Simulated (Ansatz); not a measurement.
The reference is Nb in the bcc (W type) structure (space group Im-3m, No. 229; a = 3.2729 Å; relaxed with 0.1 eV smearing). Axes: x, y, z lie along the cube axes.

Computed with DFT with PBEsol, PAW potentials and a 420 eV plane-wave cutoff in Ansatz (an electronic-structure program), without spin-orbit coupling.

It is then changed as follows: an isotropic linear strain of −1.50 %; the atoms relax in the strained cell.

**Question.** Predict the stress tensor and what it implies for the stiffness.

**Answer.** Stress of the strained cell less that of the base (GPa, compression positive):
```
    8.9     0.0     0.0
    0.0     8.9     0.0
    0.0     0.0     8.9
```

Then B = −ΔP/(ΔV/V₀) with ΔV/V₀ = -0.0443 gives secant stiffness values (nonlinear terms included at this strain): B ≈ 201 GPa.

As a check, the harmonic strain energy −½ V₀ Δσ:ε is 22 meV/atom; the computed energy rise is 21 meV/atom.

Stability against distortions was not tested. The final runs are not spin-polarised.
